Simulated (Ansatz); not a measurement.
Consider TiC in the rock salt structure (space group Fm-3m, No. 225; a = 4.3278 Å).

Method: Kohn–Sham DFT with the r2SCAN functional, run in Ansatz (a quantum-chemistry and plane-wave program) with PAW and 500 eV plane waves, spin-orbit coupling left out.

For the base:

The lattice parameter a comes out as 4.328 Å.

Modification: a hydrostatic pressure of 22.5 GPa.

Q: What does the calculation give for the lattice parameter a after the change?

A: The lattice parameter a drops by 0.106 Å to 4.222 Å.

Load acts through the strain it causes; cell and atoms are relaxed under it. Whether these cells are dynamically stable was not tested. Competing high-pressure phases were not computed. All final runs are without spin polarisation.
